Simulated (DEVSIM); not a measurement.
System: abrupt GaSb n-p junction, at 300 K.

Layer 1 from the left is GaSb, thickness (μm) 0.390, Nd (cm⁻³) 1.1e16, τn (s) 3.4e-9, τp (s) 3.4e-9. Layer 2 from the left is GaSb, thickness (μm) 62.0, Na (cm⁻³) 3.4e14, τn (s) 3.4e-9, τp (s) 3.4e-9.

Left contact: ohmic. Right contact: ohmic. Voltage is applied to the left contact. Recombination: SRH at mid-gap, radiative, Auger. Mobility is constant in doping.

Constants are typed, rounded textbook-type inputs, not results; the design itself was drawn at random and stands for no fabricated device. Values at 300 K.

GaSb: gap (eV) 0.726, affinity (eV) 4.06, permittivity 15.7, Nc (cm⁻³) 2.1e17, Nv (cm⁻³) 1.8e19, μn (cm²/Vs) 5000, μp (cm²/Vs) 850, B (cm³/s) 1e-10, Cn (cm⁶/s) 5e-30, Cp (cm⁶/s) 5e-30.

Estimate by hand the built-in potential, the peak field at zero bias, the capacitance at 4 V, and compare with a numerical solution.


- Built-in potential: ni = √(Nc Nv) exp(−Eg/2kT) = 1.55e12 cm⁻³ with Eg = 0.726 eV; Vbi = kT/q ln(Na Nd/ni²) = 0.369 V; numerical 0.369 V.
- Peak field at zero bias: depletion approximation: W = √(2εVbi/(qN)) = 1.39 μm with N = 3.30e14 cm⁻³; field = 2Vbi/W = 5290 V/cm; numerical 6390 V/cm (estimate below by 17 %).
- Capacitance at 4 V: C = √(qεN / 2(Vbi + |V|)) = 2.90 nF/cm²; numerical 2.90 nF/cm².

Simulated with DEVSIM: 1D drift-diffusion, Boltzmann statistics, complete ionisation; no tunnelling, impact ionisation, image-force lowering or self-heating.
